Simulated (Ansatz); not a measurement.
## ZnO, response to strain

Start from ZnO in the wurtzite structure (space group P6_3mc, No. 186).

ZnO has the hexagonal space group P6₃mc (No. 186), the wurtzite structure, Pearson symbol hP4. Conventional cell: a = b = 3.1869 Å, c = 5.1526 Å, α = β = 90.00°, γ = 120.00°. Zn on 2b sees 4 O at 1.944–1.950 Å (tetrahedral). O on 2b sees 4 Zn at 1.944–1.950 Å (tetrahedral). (Neighbours: up to the widest gap in distance over summed covalent radii, below 1.35, at either atom; cation-cation and far metal-metal contacts left out.)

Strains are applied to the cell and any free atomic positions relax.

All numbers come from plane-wave PAW DFT at the LDA level (Ansatz, a first-principles code, 420 eV), without spin-orbit coupling.

```json
[
 {"change": "base", "electron mass": "0.15 mₑ (at Γ)", "shortest interatomic distance": "1.944 Å", "width of the top valence band": "1.93 eV"},
 {"change": "isotropic strain −3.00 %", "electron mass": "0.18 mₑ (at Γ)", "shortest interatomic distance": "1.886 Å", "width of the top valence band": "2.15 eV"},
 {"change": "isotropic strain −2.40 %", "electron mass": "0.17 mₑ (at Γ)", "shortest interatomic distance": "1.897 Å", "width of the top valence band": "2.11 eV"},
 {"change": "isotropic strain −1.80 %", "electron mass": "0.16 mₑ (at Γ)", "shortest interatomic distance": "1.909 Å", "width of the top valence band": "2.06 eV"},
 {"change": "isotropic strain −1.20 %", "electron mass": "0.16 mₑ (at Γ)", "shortest interatomic distance": "1.920 Å", "width of the top valence band": "2.02 eV"}
]
```

Masses are band curvatures over ±0.01 Å⁻¹ around the edge. No phonon test of stability was made.
